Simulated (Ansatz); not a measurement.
Phonon-limited resistivity of Co$_{3}$AlC (Pm-3m) against temperature in μΩ·cm, PBEsol, DFPT electron-phonon coupling, linearised Boltzmann equation run with Ansatz (a quantum-chemistry and plane-wave program), harmonic crystal at a fixed cell.

| T | ρ |
|---|---|
| 50 K | 1.97 |
| 77 K | 5.6 |
| 100 K | 9.4 |
| 150 K | … |
| 200 K | … |
| 250 K | … |
| 273 K | 38 |
| 300 K | 43 |
| 350 K | 51 |
| 400 K | 59 |
| 500 K | 74 |
| 600 K | 89 |

Some entries are withheld; supply them.


- 150 K, ρ: 18.0
- 200 K, ρ: 26
- 250 K, ρ: 35

A metal at this level (no band gap). Only scattering by harmonic phonons is included (no impurities, grain boundaries, electron-electron scattering or thermal expansion). Spin-orbit coupling is left out. Values near or above 100 μΩ·cm, or paths under about 2 nm, lie near resistivity saturation, where the Boltzmann equation overshoots. Few carriers conduct, so the values hang on small band overlaps. Halving the electron mesh (24x24x24) moves the resistivity by up to 15 %. Smearing 0.20 eV; phonons on a 4x4x4 q mesh, which this run doesn't test and which matters most at low temperature.

Computed structure, not matched to a measured one here, so possibly hypothetical: Co3AlC (Pm-3m). Treated as nonmagnetic (a ferromagnetic start lost its moment, other orders weren't tried): Co3AlC (Pm-3m).
